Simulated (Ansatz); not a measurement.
Co on the 1x1 (111) surface of fcc Au (the real clean face reconstructs), one in a 2x2 cell, energies for each (29.9 Å²). Energies are against an atom of hcp Co, ferromagnetic, without zero-point or thermal terms; each row is named by its start. No converged result for: 2 more starts.

All values below come from PBE (plane waves to 420 eV, PAW; Ansatz, a quantum-chemistry and plane-wave program).

Model: 17-atom slab, 7.2 Å thick at the start under the adsorbate (thin: gaps and levels are the slab's own), 6x6x1 mesh, Fermi-Dirac 0.1 eV, dipole correction, 8 atoms held, the rest relaxed; each run with such symmetry as its start has; spin-polarised, no spin-orbit, no U, no dispersion correction.

A negative adsorption energy means that the adsorbate is more stable on the surface than in its reference. Starts that drift may end in the same place. Heights count from the host atoms within 0.3 Å of the top one.

```csv
starting site,E_ads (eV),height (Å),nearest host atom (Å),bonded to,Δ work function (eV),lateral drift (Å),moment (μB)
hollow Au-Au-Au over Au at depth 4.8 Å,2.35,1.81,Au 2.52,3 Au,-1.43,0.0,2.2
bridge Au-Au (span 2.9 Å),2.35,1.81,Au 2.51,3 Au,-1.43,0.8,2.2
```
